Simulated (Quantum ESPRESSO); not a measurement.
Input and output of a self-consistent single point for Sb (R-3m, 2 atoms in the cell) (Quantum ESPRESSO).

Level of theory: PBEsol, PSlibrary PAW (PBE) pseudopotentials (plane waves; Quantum ESPRESSO 7.5).

```xyz
2
Lattice="2.1658 -1.2504 3.7755 0.0000 2.5008 3.7755 -2.1658 -1.2504 3.7755" Properties=species:S:1:pos:R:3 pbc="T T T"
Sb     0.0000     0.0000     2.6947
Sb     0.0000     0.0000     8.6816
```

Reference input (self-consistent single point, DFT, PBEsol, plane waves, PSlibrary PAW (PBE) pseudopotentials): ecutwfc = 30 Ry; ecutrho = 180 Ry; occupations = smearing; smearing = fd; degauss = 0.0073499 Ry; input_dft = pbesol; potentials = {Sb: Sb.pbe-n-kjpaw_psl.1.0.0.UPF}; K_POINTS = automatic 9 9 9 0 0 0; conv_thr = 1e-11 Ry. This run's input differs from it in these lines:

```diff
@@ -17,3 +17,3 @@
  occupations = 'smearing'
- smearing = 'fd'
+ smearing = 'mp'
  degauss = 0.0073499
@@ -30,3 +30,3 @@
 K_POINTS automatic
-9 9 9  0 0 0
+15 15 15  0 0 0
```

Output (repeated stretches shortened):

```
     Self-consistent Calculation

     iteration #  1     ecut=    30.00 Ry     beta= 0.70

     Threshold (ethr) on eigenvalues was too large:
     Diagonalizing with lowered threshold

     total energy              =    -684.13593545 Ry
     estimated scf accuracy    <       0.00676536 Ry

     iteration #  2     ecut=    30.00 Ry     beta= 0.70

     total energy              =    -684.13595114 Ry
     estimated scf accuracy    <       0.00052212 Ry

     iteration #  3     ecut=    30.00 Ry     beta= 0.70

     total energy              =    -684.13597605 Ry
     estimated scf accuracy    <       0.00000116 Ry

   [... 4 blocks of this kind left out ...]

     iteration #  8     ecut=    30.00 Ry     beta= 0.70

     total energy              =    -684.13598734 Ry
     estimated scf accuracy    <          4.9E-11 Ry

     iteration #  9     ecut=    30.00 Ry     beta= 0.70
     End of self-consistent calculation

     Number of k-points >= 100: set verbosity='high' to print the bands.

     the Fermi energy is     6.4279 ev

!    total energy              =    -684.13598734 Ry
     estimated scf accuracy    <          4.7E-12 Ry
     smearing contrib. (-TS)   =       0.00001789 Ry
     internal energy E=F+TS    =    -684.13600523 Ry

     convergence has been achieved in   9 iterations

     Forces acting on atoms (cartesian axes, Ry/au):

     atom    1 type  1   force =     0.00000000    0.00000000   -0.00503777
     atom    2 type  1   force =     0.00000000    0.00000000    0.00503777

     Total force =     0.007124     Total SCF correction =     0.000000

          total   stress  (Ry/bohr**3)                   (kbar)     P=      -15.54
  -0.00009055   0.00000000  -0.00000000          -13.32        0.00       -0.00
   0.00000000  -0.00009055  -0.00000000            0.00      -13.32       -0.00
   0.00000000  -0.00000000  -0.00013586            0.00       -0.00      -19.99

   JOB DONE.
```

The run converged in 9 iterations. Against the reference run the free energy goes up by 5.9 meV/atom, the pressure hardly changes (-1.58 to -1.55 GPa) and the largest force hardly changes (0.127 to 0.130 eV/Å).

The starting cell has typed, rounded lattice constants, without a prior relaxation at this level. Its lattice was rescaled by up to half a per cent. One atom was moved a little off its site on purpose.

Cost on one core of a shared machine: roughly 40 s.
